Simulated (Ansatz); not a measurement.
## Energy from pressure between two volumes: Mo (Im-3m, 1 atom in the cell)

```
CELL_PARAMETERS angstrom
     -1.56713     1.56713     1.56713
      1.56713    -1.56713     1.56713
      1.56713     1.56713    -1.56713
ATOMIC_POSITIONS crystal
  Mo 0.00000 0.00000 0.00000
```

Method: LDA (PW92), default PAW files made with PBE (plane waves; Ansatz, a quantum-chemistry and plane-wave program).

Settings: basis.ecutwfc = 1010 eV; kpoints.mp_grid.grid = 15 15 15; hamiltonian.xc = lda; hamiltonian.pseudopotentials = {kind: paw} (the program's default PAW files); scf.occupations.method = fermi_dirac; scf.occupations.width = 0.1 eV. This cutoff ends a ladder whose last two steps agree within 1 meV/atom.

The second cell is the first with its lattice scaled by 0.98, at the same fractional positions.

The starting cell has typed, rounded lattice constants, without a prior relaxation at this level. Its lattice was rescaled by up to half a per cent. Spin polarisation is off. Ansatz's pressure includes its estimate of the finite-basis (Pulay) stress.

| cell | volume (Å³/atom) | pressure (GPa) | F less the first cell's (meV/atom) |
|---|---|---|---|
| first | 15.3947 | -5.89 | 0.00 |
| second | 14.4893 | 12.55 | ? |

Question: Estimate the energy of the second cell from the pressures, and the bulk modulus between the two volumes.

Answer: With P = −dF/dV, the trapezoid gives ΔF ≈ −(P₁ + P₂)/2 · ΔV = −(3.330 GPa) · (-0.9054 Å³) = 18.82 meV/atom (1 eV/Å³ = 160.22 GPa). The modulus at fixed fractional positions is B = −ΔP/Δln V = 304 GPa, a mean over the interval. P(V) is curved, so the trapezoid lies high by about |ΔV|³·B·(1 + B′)/(12·V̄²) = 2.63 meV/atom for an assumed B′ = 4, which leaves 16.19 meV/atom. The runs gave 16.20 meV/atom, a miss of 0.01 meV/atom. Cases were kept where this miss is small, so the page shows the method and is no test of it.

Left out of this page: 15 runs of the series outside the window shown, repeating another row's setting, or not comparable.

Keys are those of Ansatz 0.2.
